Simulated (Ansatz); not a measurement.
Start from PbS in the rock salt structure (space group Fm-3m, No. 225; a = 5.974 Å). Axes: x, y, z lie along the cube axes.

Level of theory: r2SCAN (Ansatz, a quantum-chemistry and plane-wave program; PAW; 500 eV plane waves; without spin-orbit coupling).

It is then changed as follows: the cell is compressed by 0.50 % along y with no lateral relaxation; the atoms relax in the strained cell.

Q: Predict the stress tensor and what it implies for the stiffness.

A: Stress of the strained cell less that of the base (GPa, compression positive):
```
   0.09    0.00    0.00
   0.00    0.71    0.00
   0.00    0.00    0.09
```

Then −Δσ_ii/ε with ε = -0.0050 gives relaxed-ion elastic constants: C22 ≈ 143 GPa.

Whether these cells are dynamically stable was not tested.
